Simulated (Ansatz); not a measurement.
Reference: SnS2 (P-3m1), PBEsol+D3BJ with spin-orbit coupling, rigid bands (plane waves, PAW; Ansatz, a first-principles code); axes and stresses refer to this cell.

```xyz
3
Lattice="3.6260 0.0000 0.0000 -1.8130 3.1402 0.0000 0.0000 0.0000 5.5735" Properties=species:S:1:pos:R:3 pbc="T T T"
Sn     0.0000     0.0000     0.0000
S      0.0000     2.0935     1.4738
S      1.8130     1.0467     4.0996
```

The hole mass along x is 2.6 mₑ. The Seebeck coefficient, n-type 1e19 cm⁻³ comes out as -322 μV/K. The electron conductivity mass comes out as 0.34 mₑ.

```json
[
 {"Change": "hydrostatic pressure 5 GPa", "hole mass along x": "1.47 mₑ", "Seebeck coefficient, n-type 1e19 cm⁻³": "-336 μV/K", "electron conductivity mass": "(withheld)"},
 {"Change": "uniaxial stress zz = 1 GPa (compression positive)", "hole mass along x": "2.3 mₑ", "Seebeck coefficient, n-type 1e19 cm⁻³": "-316 μV/K", "electron conductivity mass": "(withheld)"},
 {"Change": "uniaxial stress zz = 2 GPa (compression positive)", "hole mass along x": "1.97 mₑ", "Seebeck coefficient, n-type 1e19 cm⁻³": "-312 μV/K", "electron conductivity mass": "(withheld)"}
]
```

### Question
Fill in the missing entries.

### Answer

- hydrostatic pressure 5 GPa, electron conductivity mass: 0.31 mₑ
- uniaxial stress zz = 1 GPa (compression positive), electron conductivity mass: 0.32 mₑ
- uniaxial stress zz = 2 GPa (compression positive), electron conductivity mass: 0.30 mₑ

Masses are for dilute carriers at 300 K, harmonic means over directions unless an axis is named. Seebeck coefficients are for the stated density at 300 K, with one relaxation time for all states and whether or not that doping can be reached. Stresses and pressures are the targets of the relaxation.  The structure type is held under load, also where the real crystal would transform.

PBEsol with a dispersion correction tends to overbind, so the cell can be several per cent short, in bad cases over ten, which usually narrows a gap: SnS2 (P-3m1).
